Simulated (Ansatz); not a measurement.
Consider interstitial Ti in monoclinic HfO2, charge state +4. These are PBE, PAW (plane waves to 420 eV; Ansatz, a program for electronic structure) values and carry that method's errors.

Settings: 96 host sites, the relaxed PBE lattice, the Γ point alone, smearing 0.01 eV, spin-restricted, no image-charge correction. No zero-point or tunnelling terms. Spin-orbit coupling is left out. The charge state is imposed; whether it is stable for some Fermi level was not computed. Sites that were not tried may lie lower.

Barriers: single points on a 2×2×2 k-point mesh shifted by half a step at the bands' geometries.

Relaxed starting cell (atoms counted from 1):

```yaml
crystal:
  lattice:
    - [10.32305, 0.00000, 0.00000]
    - [0.00000, 10.42402, 0.00000]
    - [-1.79660, 0.00000, 10.55307]
  atoms:
    - { symbol: Hf, position: [0.14679, 0.24151, 0.35315] }
    - { symbol: Hf, position: [0.14098, 0.23728, 0.84337] }
    - { symbol: Hf, position: [0.14287, 0.71634, 0.35930] }
    - { symbol: Hf, position: [0.13659, 0.72928, 0.85313] }
    - { symbol: Hf, position: [0.63657, 0.23154, 0.35360] }
    - { symbol: Hf, position: [0.63797, 0.23272, 0.85513] }
    - { symbol: Hf, position: [0.63373, 0.72788, 0.35548] }
    - { symbol: Hf, position: [0.63887, 0.72699, 0.85349] }
    - { symbol: Hf, position: [0.36760, 0.27742, 0.14501] }
    - { symbol: Hf, position: [0.36278, 0.27283, 0.64490] }
    - { symbol: Hf, position: [0.36997, 0.76789, 0.14241] }
    - { symbol: Hf, position: [0.36188, 0.76881, 0.64484] }
    - { symbol: Hf, position: [0.86166, 0.27136, 0.14649] }
    - { symbol: Hf, position: [0.86226, 0.27288, 0.64674] }
    - { symbol: Hf, position: [0.85167, 0.76033, 0.14492] }
    - { symbol: Hf, position: [0.86051, 0.76945, 0.65142] }
    - { symbol: Hf, position: [0.36557, 0.48003, 0.39761] }
    - { symbol: Hf, position: [0.36289, 0.48161, 0.89498] }
    - { symbol: Hf, position: [0.36567, 0.98506, 0.39870] }
    - { symbol: Hf, position: [0.37205, 0.97957, 0.88621] }
    - { symbol: Hf, position: [0.86122, 0.47702, 0.39742] }
    - { symbol: Hf, position: [0.86344, 0.47719, 0.89551] }
    - { symbol: Hf, position: [0.83452, 0.98026, 0.41266] }
    - { symbol: Hf, position: [0.85803, 0.98246, 0.89691] }
    - { symbol: Hf, position: [0.16435, 0.03371, 0.07170] }
    - { symbol: Hf, position: [0.13814, 0.01714, 0.60431] }
    - { symbol: Hf, position: [0.13608, 0.52322, 0.10127] }
    - { symbol: Hf, position: [0.13606, 0.52214, 0.60616] }
    - { symbol: Hf, position: [0.63872, 0.02148, 0.10588] }
    - { symbol: Hf, position: [0.63263, 0.02233, 0.61278] }
    - { symbol: Hf, position: [0.63906, 0.51815, 0.10246] }
    - { symbol: Hf, position: [0.63920, 0.52151, 0.60484] }
    - { symbol: O, position: [0.03134, 0.07328, 0.41016] }
    - { symbol: O, position: [0.03616, 0.09197, 0.92215] }
    - { symbol: O, position: [0.03134, 0.58672, 0.42600] }
    - { symbol: O, position: [0.03221, 0.58743, 0.92571] }
    - { symbol: O, position: [0.53656, 0.08410, 0.42415] }
    - { symbol: O, position: [0.54216, 0.08063, 0.92002] }
    - { symbol: O, position: [0.53378, 0.58477, 0.42249] }
    - { symbol: O, position: [0.53566, 0.58443, 0.92298] }
    - { symbol: O, position: [0.46639, 0.42123, 0.07699] }
    - { symbol: O, position: [0.46730, 0.41575, 0.57539] }
    - { symbol: O, position: [0.46375, 0.91971, 0.07476] }
    - { symbol: O, position: [0.45913, 0.92129, 0.57906] }
    - { symbol: O, position: [0.96988, 0.40804, 0.07512] }
    - { symbol: O, position: [0.96605, 0.41489, 0.57494] }
    - { symbol: O, position: [0.96449, 0.92373, 0.09350] }
    - { symbol: O, position: [0.95972, 0.91552, 0.57591] }
    - { symbol: O, position: [0.46726, 0.33655, 0.32563] }
    - { symbol: O, position: [0.46394, 0.33465, 0.82695] }
    - { symbol: O, position: [0.45265, 0.83341, 0.32367] }
    - { symbol: O, position: [0.46726, 0.83159, 0.82458] }
    - { symbol: O, position: [0.96973, 0.33219, 0.32620] }
    - { symbol: O, position: [0.96867, 0.33802, 0.82190] }
    - { symbol: O, position: [0.96012, 0.83993, 0.32922] }
    - { symbol: O, position: [0.96697, 0.83934, 0.83262] }
    - { symbol: O, position: [0.03578, 0.14578, 0.17996] }
    - { symbol: O, position: [0.03371, 0.16486, 0.66684] }
    - { symbol: O, position: [0.03010, 0.66585, 0.17733] }
    - { symbol: O, position: [0.03227, 0.66578, 0.67658] }
    - { symbol: O, position: [0.53861, 0.16991, 0.17088] }
    - { symbol: O, position: [0.53335, 0.16874, 0.67406] }
    - { symbol: O, position: [0.53582, 0.66847, 0.17003] }
    - { symbol: O, position: [0.53564, 0.66671, 0.67151] }
    - { symbol: O, position: [0.22564, 0.37455, 0.48947] }
    - { symbol: O, position: [0.22446, 0.37504, 0.98791] }
    - { symbol: O, position: [0.22083, 0.86862, 0.48520] }
    - { symbol: O, position: [0.22721, 0.87615, 0.98667] }
    - { symbol: O, position: [0.72511, 0.37062, 0.48866] }
    - { symbol: O, position: [0.72562, 0.37141, 0.99098] }
    - { symbol: O, position: [0.71085, 0.86765, 0.49609] }
    - { symbol: O, position: [0.72863, 0.86876, 0.99303] }
    - { symbol: O, position: [0.29012, 0.14036, 0.99670] }
    - { symbol: O, position: [0.26856, 0.13061, 0.50467] }
    - { symbol: O, position: [0.27451, 0.63226, 0.00994] }
    - { symbol: O, position: [0.27572, 0.62607, 0.51076] }
    - { symbol: O, position: [0.77856, 0.12866, 0.01504] }
    - { symbol: O, position: [0.77165, 0.12768, 0.51626] }
    - { symbol: O, position: [0.77647, 0.62527, 0.01108] }
    - { symbol: O, position: [0.77567, 0.62957, 0.51062] }
    - { symbol: O, position: [0.28164, 0.12611, 0.25221] }
    - { symbol: O, position: [0.27612, 0.11994, 0.75351] }
    - { symbol: O, position: [0.27456, 0.62578, 0.25996] }
    - { symbol: O, position: [0.27470, 0.62206, 0.76005] }
    - { symbol: O, position: [0.77811, 0.11757, 0.26547] }
    - { symbol: O, position: [0.77580, 0.12260, 0.76481] }
    - { symbol: O, position: [0.77306, 0.62185, 0.26160] }
    - { symbol: O, position: [0.77665, 0.62161, 0.76228] }
    - { symbol: O, position: [0.22490, 0.38065, 0.23938] }
    - { symbol: O, position: [0.22457, 0.37987, 0.73666] }
    - { symbol: O, position: [0.19735, 0.89786, 0.24180] }
    - { symbol: O, position: [0.22425, 0.87838, 0.73656] }
    - { symbol: O, position: [0.72798, 0.37730, 0.23914] }
    - { symbol: O, position: [0.72505, 0.37949, 0.74002] }
    - { symbol: O, position: [0.71997, 0.87718, 0.24527] }
    - { symbol: O, position: [0.72433, 0.88112, 0.74423] }
    - { symbol: Ti, position: [0.03861, 0.97591, 0.26110] }
```
Cell charge +4.

End state 1 differs by these moves (Å; atoms that move under 0.08 Å are left out):

```
atom  element     Δx     Δy     Δz
----  -------  -----  -----  -----
3          Hf  -0.03   0.15  -0.07
5          Hf  -0.07   0.03   0.04
11         Hf  -0.07   0.03   0.04
13         Hf  -0.03   0.15  -0.07
23         Hf  -0.01  -0.13   0.16
25         Hf  -0.01  -0.13   0.16
33          O   0.06   0.05  -0.04
47          O   0.06   0.05  -0.04
51          O   0.09  -0.02   0.05
55          O   0.07   0.17  -0.10
57          O   0.07   0.17  -0.10
61          O   0.09  -0.02   0.05
71          O  -0.02  -0.06   0.07
73          O  -0.02  -0.06   0.07
85          O   0.27  -0.14  -0.08
91          O   0.27  -0.14  -0.08
97         Ti  -0.75   0.52  -0.24
```

**Question.** What forward and backward barriers to end state 1 does PBE, PAW give?

**Answer.** forward 0.31 eV, backward 0.31 eV; at the saddle point atom 97 has neighbours 2 O at 1.90, 2 O at 1.91, 2 O at 2.12 Å. The program found a first-order saddle point.

End state 2 differs by these moves (Å; atoms that move under 0.08 Å are left out):

| atom | element | Δx | Δy | Δz |
|---|---|---|---|---|
| 3 | Hf | -0.03 | 0.15 | -0.07 |
| 5 | Hf | -0.07 | 0.03 | 0.04 |
| 11 | Hf | -0.07 | 0.03 | 0.04 |
| 13 | Hf | -0.03 | 0.15 | -0.07 |
| 23 | Hf | -0.01 | -0.13 | 0.16 |
| 25 | Hf | -0.01 | -0.13 | 0.16 |
| 33 | O | 0.06 | 0.05 | -0.04 |
| 47 | O | 0.06 | 0.05 | -0.04 |
| 51 | O | 0.09 | -0.02 | 0.05 |
| 55 | O | 0.07 | 0.17 | -0.10 |
| 57 | O | 0.07 | 0.17 | -0.10 |
| 61 | O | 0.09 | -0.01 | 0.05 |
| 71 | O | -0.02 | -0.06 | 0.07 |
| 73 | O | -0.01 | -0.06 | 0.07 |
| 85 | O | 0.28 | -0.14 | -0.08 |
| 91 | O | 0.27 | -0.14 | -0.08 |
| 97 | Ti | -0.75 | 0.52 | -0.24 |

**Question.** What forward and backward barriers to end state 2 does PBE, PAW give?

**Answer.** forward 0.31 eV, backward 0.31 eV; at the saddle point atom 97 has neighbours 2 O at 1.90, 2 O at 1.91, 2 O at 2.12 Å. The program found a first-order saddle point.
